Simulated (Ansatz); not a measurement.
The parent structure is Pd in the fcc (Cu type) structure (space group Fm-3m, No. 225; a = 3.8414 Å; relaxed with 0.1 eV smearing).

Calculations: Ansatz (an electronic-structure program) LDA, without spin-orbit coupling.

Strains are applied to the cell and any free atomic positions relax.

One change was made to it. Results:

The energy grows by 50 meV/atom; the pressure goes from zero to -13.7 GPa.

Problem. Name the change that was made.
A. isotropic strain +2.50 %
B. isotropic strain −2.50 %
C. isotropic strain +3.00 %
D. isotropic strain −2.00 %
E. isotropic strain +0.50 %

Solution. A, isotropic strain +2.50 %. For comparison, the energy relative to the base in the other runs: isotropic strain −2.00 % gives +39 meV/atom; isotropic strain +0.50 % gives +2.2 meV/atom; isotropic strain −2.50 % gives +63 meV/atom; isotropic strain +3.00 % gives +71 meV/atom.

Stability against distortions was not tested. All final runs are without spin polarisation. Pd lies near a magnetic instability that expansion can trigger; it was not tested.
